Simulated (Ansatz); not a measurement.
PBE against PBEsol: hypothetical CsCl type TaAs, 2 layers

The parent structure is TaAs in the CsCl type structure (space group Pm-3m, No. 221; a = 3.215 Å; a hypothetical phase, not in the database extracts checked). Axes: x, y, z lie along the cube axes.

(Cell as relaxed with PBE.)

Levels (all Ansatz, a program for electronic structure, PAW): PBE (420 eV, spin-orbit coupling left out); PBEsol (420 eV, no SOC).

Each level relaxes its own structure.

| base | PBE | PBEsol |
|---|---|---|
| volume per atom | 16.61 Å³ | 16.05 Å³ |
| lattice parameter a | 3.215 Å | 3.178 Å |
| band gap | zero | zero |

Perturbation: a free-standing slab of 2 layers (4 atoms, 2 a layer) is cut normal to [110], with 15 Å of vacuum and the in-plane cell held at bulk.

```json
[
 {"quantity": "excess energy per area of both faces (slab less bulk energy over the cell's area: twice a surface energy) (uncertain by up to 0.04 J/m²)", "PBE": "1.49 J/m²", "PBEsol": "1.99 J/m²"},
 {"quantity": "shortest interatomic distance", "PBE": "2.669 Å", "PBEsol": "2.640 Å"},
 {"quantity": "band gap", "PBE": "zero", "PBEsol": "zero"}
]
```

PBE's excess energy per area of both faces lies 0.50 J/m² below PBEsol's; PBE's shortest interatomic distance lies 0.029 Å above PBEsol's (1.1 %); the two agree on the band gap. Neither level is exact; PBEsol is the comparison here, not a measurement.

The excess energy carries the mismatch between the slab's and the bulk's meshes. No phonon test of stability was made. The final runs are not spin-polarised.
